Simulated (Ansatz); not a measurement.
## HfN, response to strain

Start from HfN in the rock salt structure (space group Fm-3m, No. 225; a = 4.5018 Å; relaxed with 0.1 eV smearing). Axes: x, y, z lie along the cube axes.

Strains are applied to the cell and any free atomic positions relax; under stress the whole cell relaxes.

Level of theory: PBEsol/PAW in Ansatz (a program for electronic structure), no spin-orbit coupling.

Candidates:
(a) isotropic strain +1.35 %
(b) strain tensor (xx, yy, zz, yz, xz, xy) = (+0.92, −0.18, +0.27, −0.11, +0.03, −0.13) %
(c) isotropic strain −3.79 %
(d) uniaxial stress, 1 GPa tension along x

Notes on the quantities. energy relative to the base: free energy F.

Question: Order them by energy relative to the base, lowest first.

Answer: (d) uniaxial stress, 1 GPa tension along x (+0.1 meV/atom), (b) strain tensor (xx, yy, zz, yz, xz, xy) = (+0.92, −0.18, +0.27, −0.11, +0.03, −0.13) % (+2.1 meV/atom), (a) isotropic strain +1.35 % (+16 meV/atom), (c) isotropic strain −3.79 % (+148 meV/atom)

Stability under load was not tested beyond the relaxation. All final runs are without spin polarisation. An odd electron count without spin: HfN.
